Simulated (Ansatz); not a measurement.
**BeS: response to strain**

Start from BeS in the zinc blende structure (space group F-43m, No. 216; a = 4.876 Å).

Strains are applied to the cell and any free atomic positions relax.

Calculations: Kohn–Sham DFT with the PBE functional, run in Ansatz (a quantum-chemistry and plane-wave program) with PAW and 420 eV plane waves, no spin-orbit coupling.

```json
[
 {"isotropic strain (%)": "-3", "band gap (eV)": "2.93"},
 {"isotropic strain (%)": "-2.5", "band gap (eV)": "2.97"},
 {"isotropic strain (%)": "-2", "band gap (eV)": "?"},
 {"isotropic strain (%)": "-1.5", "band gap (eV)": "3.04"},
 {"isotropic strain (%)": "-1", "band gap (eV)": "3.08"},
 {"isotropic strain (%)": "-0.5", "band gap (eV)": "3.11"},
 {"isotropic strain (%)": "0", "band gap (eV)": "3.15"},
 {"isotropic strain (%)": "2.5", "band gap (eV)": "3.29"},
 {"isotropic strain (%)": "3", "band gap (eV)": "3.32"}
]
```

### Question
Fit E_g = E₀ + Dε (ε in %) to the rows shown and predict the withheld row.

### Answer
Least squares on the printed values gives E₀ = 3.14 eV, D = 64.1 meV per % of strain (largest residual 0.01 eV); this predicts 3.01 eV, and the run gives 3.01 eV, in agreement.

Whether these cells are dynamically stable was not tested.
